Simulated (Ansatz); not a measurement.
**CO on the 1x1 (100) surface of rock-salt MgO (cut with top plane Mg + O), one in a 2x2 cell, started at the site 'bridge Mg-O (span 2.1 Å)'**

Host crystal: rock-salt MgO, with a band gap (PBE, scalar-relativistic without spin-orbit coupling).

Computed with HSE06, at the PBE geometry (plane waves to 420 eV, PAW; Ansatz, an electronic-structure program).

Slab: 34 atoms, 6.4 Å thick at the start under the adsorbate (thin: gaps and levels are the slab's own); k 3x3x1, smearing 0.01 eV, dipole-corrected; single point; on the structure that PBE left under its start's symmetry; no spin, no spin-orbit, no U, no dispersion correction. At the end it is bonded to Mg. In PBE it is, or lies within 0.03 eV of, the lowest of the starts that converged; the order may differ at this level.

| Item | Result |
|---|---|
| adsorption energy against CO(g) at the same level | -0.13 eV |
| change of the step from the bottom to the top vacuum level, against the clean slab | -0.19 eV |
| height of the binding atom over the mean of the host atoms within 0.3 Å of the top one | 2.443 Å |
| nearest host atoms of the binding atom | Mg at 2.45 Å, O at 2.98 Å, O at 3.25 Å |
| note | in the relaxation the adsorbate left its starting site by 0.7 Å |
| cost | very roughly 40 core-minutes |

A negative adsorption energy means that the adsorbate is more stable on the surface than in its reference.
